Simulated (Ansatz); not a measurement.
The starting structures come from a database of crystals and need not be the phases stable at ambient conditions.

Tunnelling through a barrier is set by its complex band structure: the current falls as exp(−2κd) with the smallest κ.

Data:

```
AlBO3
1.0
    4.50548     0.00000     0.00000
    0.00000    13.90292     0.00000
    2.25274     4.63431     1.30062
Al B O
2 2 6
Cartesian
  0.00000   6.95146   0.00000
  0.00000   0.00000   0.00000
  0.00000   3.47573   0.00000
  0.00000  10.42719   0.00000
  1.38727   3.47573   0.00000
  3.11821  10.42719   0.00000
  3.81185  17.37865   1.20141
  2.94637   1.15858   0.09921
  1.55911   8.11004   0.09921
  5.19911  10.42719   1.20141
```

Space group of this cell: R-3c. The cell is taken as given; by r2SCAN its mean pressure is -6.9 GPa.

Transport runs along the normal of the first two printed cell vectors, the (100) plane of the conventional cell.

The gap is the functional's own. No spin-orbit coupling. Mid-gap values are interpolated on the energy grid.

Q: Estimate the band gap and the smallest decay constant κ at mid-gap that r2SCAN (Ansatz, a quantum-chemistry and plane-wave program) returns for this system.

A: Gap 6.74 eV on a 22×22×22 mesh; κ = 0.446 1/Å, at the zone centre.
